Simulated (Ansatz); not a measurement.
Here is the system:

```xyz
4
Lattice="3.2017 0.0000 0.0000 1.6008 2.7727 0.0000 0.0000 0.0000 5.1703" Properties=species:S:1:pos:R:3 pbc="T T T"
Ga     1.6008     0.9242    -0.0029
Ga     3.2017     1.8485     2.5823
N      1.6008     0.9242     1.9521
N      3.2017     1.8485     4.5372
```

No spin polarisation.

Level of theory: plane-wave PAW DFT at the PBEsol level (Ansatz, a first-principles code, 420 eV), no spin-orbit coupling. Γ-centred 12×12×7 mesh, Fermi–Dirac width 0.05 eV.

Predict the space group and in-plane stress.

Space group: P6_3mc (No. 186)
Mean in-plane stress (compression positive): -2.5 GPa

The cells carry an imposed strain or load. Stability against distortions was not tested. The cell was made from GaN in the wurtzite structure (space group P6_3mc, No. 186) by this change: biaxial strain +0.60 %, plane normal [001], relaxed out of plane.
